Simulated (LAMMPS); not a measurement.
Consider a symmetric tilt boundary about [001] in HgSe (zinc blende), boundary plane (410) in molecular dynamics.

All values are model results, not measurements: classical MD, pair style sw, file CdTeZnSeHgS0.sw (LAMMPS).

Σ17, energy 0.47 J/m² at 0 K; heated in steps, 60 ps sampled at each, free outer surfaces; steps at which the grains lost their order are left out.

```tsv
T (K)	disordered width (Å)	disordered share in the grains
525	4.6	0.00
735	4.8	0.00
840	5.3	0.01
945	[?]	0.03
1018	[?]	0.07
```

Problem. Some entries are withheld; supply them.

Solution. 
- 1018, disordered width (Å): 6.2
- 945, disordered width (Å): 5.7
